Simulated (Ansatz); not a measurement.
## SrHfO3, pressure series

Base system: SrHfO₃ (space group I4/mcm, No. 140; a = 5.7143 Å, c = 8.2713 Å; a cell from a computed database, its experimental status unchecked).

Cell and atoms are relaxed at each pressure.

Method: PBEsol (Ansatz, a program for electronic structure, PAW, scalar-relativistic without spin-orbit coupling).

```tsv
pressure (GPa)	volume per atom (Å³/atom)
-2	13.679
-1	13.590
0	13.504
1.8	13.356
4.2	13.169
9	12.831
18	?
30	11.722
60	10.690
```

Question: Fit the third-order Birch–Murnaghan form P(V) = (3B₀/2)[(V₀/V)^(7/3) − (V₀/V)^(5/3)]·[1 + (3/4)(B₀′ − 4)((V₀/V)^(2/3) − 1)] (squares taken in P) to the rows shown and predict the withheld row.

Answer: Least squares on the printed values gives V₀ = 13.504 Å³/atom, B₀ = 158 GPa, B₀′ = 4.1; this predicts 12.296 Å³/atom, and the run gives 12.296 Å³/atom, in agreement.

Load acts through the strain it causes; cell and atoms are relaxed under it. Stability against distortions was not tested. No other phases were tried under pressure.
